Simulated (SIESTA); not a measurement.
## Worked example: self-consistent single point of KRb2CrF6 (Fm-3m, 10 atoms in the cell) in SIESTA

Method: SIESTA with GGA PBEsol, numerical atomic orbitals DZP, PseudoDojo PBEsol standard norm-conserving potentials (rewritten from UPF to PSML).

The input file:

```
# files in the folder: F.psml Rb.psml K.psml Cr.psml (PseudoDojo PBEsol standard)
SystemName  KRb2CrF6
SystemLabel siesta

NumberOfAtoms                10
NumberOfSpecies              4
%block ChemicalSpeciesLabel
  1 9 F
  2 37 Rb
  3 19 K
  4 24 Cr
%endblock ChemicalSpeciesLabel
LatticeConstant              1.0 Ang
%block LatticeVectors
     0.000000000    4.384253000    4.384253000
     4.384253000    0.000000000    4.384253000
     4.384253000    4.384253000    0.000000000
%endblock LatticeVectors
AtomicCoordinatesFormat      ScaledCartesian
%block AtomicCoordinatesAndAtomicSpecies
     1.929071320    4.384253000    4.384253000  1
     4.384253000    1.929071320    4.384253000  1
     6.839434680    4.384253000    4.384253000  1
     4.384253000    6.839434680    4.384253000  1
     4.384253000    4.384253000    1.929071320  1
     4.384253000    4.384253000    6.839434680  1
     2.192126500    2.192126500    2.192126500  2
     6.576379500    6.576379500    6.576379500  2
     4.384253000    4.384253000    4.384253000  3
     0.000000000    0.000000000    0.000000000  4
%endblock AtomicCoordinatesAndAtomicSpecies

XC.functional                GGA
XC.authors                   PBEsol
PAO.BasisSize                DZP
PAO.EnergyShift              0.01 Ry
MeshCutoff                   300 Ry
%block kgrid.MonkhorstPack
    5   0   0  0.0
    0   5   0  0.0
    0   0   5  0.0
%endblock kgrid.MonkhorstPack
OccupationFunction           MP
OccupationMPOrder            1
ElectronicTemperature        0.05 eV
Spin                         polarized
%block DM.InitSpin
  1 +0.00
  2 +0.00
  3 +0.00
  4 +0.00
  5 +0.00
  6 +0.00
  7 +0.00
  8 +0.00
  9 +0.00
  10 +3.00
%endblock DM.InitSpin

MaxSCFIterations             150
SCF.Mixer.Method             Broyden
SCF.Mixer.Weight             0.1
SCF.Mixer.History            8
SCF.DM.Tolerance             1.0E-04
Diag.ParallelOverK           true
WriteForces                  true
Charge.Mulliken              end
```

Output, abridged:

```
reinit: Reading from file input.fdf

reinit: System Name: KRb2CrF6
reinit: System Label: siesta

NOTE on units for spin output:
{S} is the spin magnetic moment, in units of the Bohr magneton,
assuming a g-factor for the electron spin of exactly 2.
The spin magnetic moment is then numerically equal to the charge inbalance,
in units of electrons, between the spin-up and -down channels.

coor:   Atomic-coordinates input format  =     Cartesian coordinates
coor:                                          (in units of alat)

siesta: Atomic coordinates (Bohr) and species
siesta:      3.64542   8.28504   8.28504  1        1
siesta:      8.28504   3.64542   8.28504  1        2
siesta:     12.92466   8.28504   8.28504  1        3
siesta:      8.28504  12.92466   8.28504  1        4
siesta:      8.28504   8.28504   3.64542  1        5
siesta:      8.28504   8.28504  12.92466  1        6
siesta:      4.14252   4.14252   4.14252  2        7
siesta:     12.42756  12.42756  12.42756  2        8
siesta:      8.28504   8.28504   8.28504  3        9
siesta:      0.00000   0.00000   0.00000  4       10

siesta: System type = bulk

initatomlists: Number of atoms, orbitals, and projectors:     10   124   150

siesta: ******************** Simulation parameters ****************************
redata: Spin configuration                          = collinear
redata: Time-Reversal Symmetry                      = T
redata: Number of Atomic Species                    =        4
redata: Mesh Cutoff                                 =   300.0000 Ry
redata: Net charge of the system                    =     0.0000 |e|
redata: Min. number of SCF Iter                     =        0
redata: Max. number of SCF Iter                     =      150
redata: SCF convergence failure will abort job
redata: SCF mix quantity                            = Hamiltonian
redata: Mix DM or H after convergence               =   F
   [... lines left out ...]
diag: Used triangular part                          = Lower
diag: Absolute tolerance                            =  0.100E-15
diag: Orthogonalization factor                      =  0.100E-05
diag: Memory factor                                 =  1.0000

superc: Internal auxiliary supercell:     5 x     5 x     5  =     125
superc: Number of atoms, orbitals, and projectors:   1250  15500  18750

                        Single-point calculation

superc: Internal auxiliary supercell:     5 x     5 x     5  =     125
superc: Number of atoms, orbitals, and projectors:   1250  15500  18750

outcell: Unit cell vectors (Ang):
        0.000000    4.384253    4.384253
        4.384253    0.000000    4.384253
        4.384253    4.384253    0.000000

outcell: Cell vector modules (Ang)   :    6.200270    6.200270    6.200270
outcell: Cell angles (23,13,12) (deg):     60.0000     60.0000     60.0000
outcell: Cell volume (Ang**3)        :    168.5454
new_DM -- step:     1
Initializing Density Matrix...

Attempting to read DM from file... Failed...
DM filled with atomic data (user-defined):

InitMesh: MESH = 54 x 54 x 54 = 157464
InitMesh: Mesh cutoff (required, used) =   300.000   314.456 Ry

stepf: Methfessel-Paxton step function
       Using Hermite-Gauss polynomials of order  1
        iscf     Eharris(eV)        E_KS(eV)     FreeEng(eV)     dDmax    Ef(eV) dHmax(eV)
   scf:    1    -8474.981789    -8639.572871    -8639.583411  0.670421  0.366911 59.061260
     spin moment: {S} , |S| = {        0.0        0.0    0.59971 }     0.59971
   scf:    2    -8754.856782    -8719.220442    -8719.220430  0.552167 -2.668516 11.826978
     spin moment: {S} , |S| = {        0.0        0.0    3.00000 }     3.00000
   scf:    3    -8724.190226    -8721.914124    -8721.914124  0.158084 -3.936695  7.352712
     spin moment: {S} , |S| = {        0.0        0.0    3.00000 }     3.00000
   scf:    4    -8722.485545    -8723.452617    -8723.452617  0.242286 -5.041847  3.750934
     spin moment: {S} , |S| = {        0.0        0.0    3.00000 }     3.00000
   scf:    5    -8720.667154    -8722.937448    -8722.937448  0.112427 -3.508079  5.837807
     spin moment: {S} , |S| = {        0.0        0.0    3.00000 }     3.00000
   scf:    6    -8724.284684    -8723.737399    -8723.736932  0.093927 -3.063269  2.475233
   [... lines left out ...]
   scf:    8    -8723.877408    -8723.883288    -8723.883288  0.022389 -3.770392  0.396898
     spin moment: {S} , |S| = {        0.0        0.0    3.00000 }     3.00000
   scf:    9    -8723.886643    -8723.885597    -8723.885597  0.002565 -3.703027  0.063271
     spin moment: {S} , |S| = {        0.0        0.0    3.00000 }     3.00000
   scf:   10    -8723.884150    -8723.885144    -8723.885144  0.002122 -3.656986  0.160467
     spin moment: {S} , |S| = {        0.0        0.0    3.00000 }     3.00000
   scf:   11    -8723.885971    -8723.885706    -8723.885706  0.002034 -3.681276  0.030964
     spin moment: {S} , |S| = {        0.0        0.0    3.00000 }     3.00000
   scf:   12    -8723.885734    -8723.885725    -8723.885725  0.000720 -3.687355  0.002992
     spin moment: {S} , |S| = {        0.0        0.0    3.00000 }     3.00000
   scf:   13    -8723.885726    -8723.885726    -8723.885726  0.000067 -3.687913  0.000896
     spin moment: {S} , |S| = {        0.0        0.0    3.00000 }     3.00000
SCF Convergence by DM+H criterion
max |DM_out - DM_in|         :     0.0000665304
max |H_out - H_in|      (eV) :     0.0008961806
SCF cycle converged after 13 iterations

Using DM_out to compute the final energy and forces

siesta: E_KS(eV) =            -8723.8857

siesta: E_KS - E_eggbox =     -8723.8857

siesta: Atomic forces (eV/Ang):
     1   -0.612902    0.000423    0.000423
     2    0.000423   -0.612902    0.000423
     3    0.612902   -0.000423   -0.000423
     4   -0.000423    0.612902   -0.000423
     5    0.000423    0.000423   -0.612902
     6   -0.000423   -0.000423    0.612902
     7    0.000016    0.000016    0.000016
     8   -0.000016   -0.000016   -0.000016
     9   -0.000000   -0.000000   -0.000000
    10   -0.000000    0.000000   -0.000000
   Tot   -0.000000   -0.000000    0.000000
   Max    0.612902
   Res    0.274098    sqrt( Sum f_i^2 / 3N )
   Max    0.612902    constrained

Stress tensor Voigt[x,y,z,yz,xz,xy] (kbar):        3.88        3.88        3.88       -0.13       -0.13       -0.13
(Free)E + p*V (eV/cell)    -8724.2941
Target enthalpy (eV/cell)    -8723.8857

siesta: Program's energy decomposition (eV):
siesta: Ebs     =     -1651.159605
siesta: Eions   =     12913.841117
siesta: Ena     =      2104.043110
siesta: Ekin    =      4378.918752
siesta: Enl     =      -558.385968
siesta: Eso     =         0.000000
siesta: Edftu   =         0.000000
siesta: DEna    =        61.781182
siesta: DUscf   =         5.117188
siesta: DUext   =         0.000000
siesta: Ex      =     -1677.869263
siesta: Ec      =      -123.649611
siesta: Exc     =     -1801.518874
siesta: Eharris =     -8723.885726
siesta: Etot    =     -8723.885726
siesta: FreeEng =     -8723.885726

siesta: Atomic forces (eV/Ang):
siesta:      1   -0.612902    0.000423    0.000423
siesta:      2    0.000423   -0.612902    0.000423
siesta:      3    0.612902   -0.000423   -0.000423
siesta:      4   -0.000423    0.612902   -0.000423
siesta:      5    0.000423    0.000423   -0.612902
siesta:      6   -0.000423   -0.000423    0.612902
siesta:      7    0.000016    0.000016    0.000016
siesta:      8   -0.000016   -0.000016   -0.000016
   [... lines left out ...]
siesta: Cell volume =        168.545367 Ang**3
siesta:          -3.88197795        -32.49000998  kBar
   [... lines left out ...]
              0.077
   8  4.197   0.936   0.140   0.001   0.964   0.964   0.964   0.077   0.077
              0.077

Species: K
Atom  Qatom  Qorb
               3s      4s      4s      3py     3pz     3px     4py     4pz
               4px
   9  4.221   0.949   0.039   0.065   0.979   0.979   0.979   0.077   0.077
              0.077

Species: Cr
Atom  Qatom  Qorb
               3s      4s      4s      3py     3pz     3px     4py     4pz
               4px     3dxy    3dyz    3dz2    3dxz    3dx2-y2 3dxy    3dyz
               3dz2    3dxz    3dx2-y2
  10  5.244   0.975   0.196  -0.009   0.991   0.991   0.991   0.132   0.132
              0.132   0.127   0.127   0.161   0.127   0.161  -0.028  -0.028

              0.047  -0.028   0.047

mulliken: Qtot =       40.000

Mulliken Atomic Populations:
Atom #   charge [q] valence [e]      Sz [e]  Species
     1    -0.384907    7.384907    0.005007  F
     2    -0.384907    7.384907    0.005007  F
     3    -0.384907    7.384907    0.005007  F
     4    -0.384907    7.384907    0.005007  F
     5    -0.384907    7.384907    0.005007  F
     6    -0.384907    7.384907    0.005007  F
     7     0.610670    8.389330   -0.005614  Rb
     8     0.610669    8.389331   -0.005614  Rb
     9     0.556385    8.443615    0.001706  K
    10     0.531720   13.468280    2.979480  Cr
 Total    -0.000000                3.000000
```

The run converged in 13 iterations.

The starting cell comes from a database of published, mostly measured structures (it also holds non-ambient and calculated ones), without a prior relaxation at this level. Its lattice was rescaled by a random factor within 2.5 % of one. With one magnetic atom in the cell only a parallel order is possible. Values carry the incompleteness of an atom-centred basis.

Cost on one core of a shared machine: roughly 2 min.
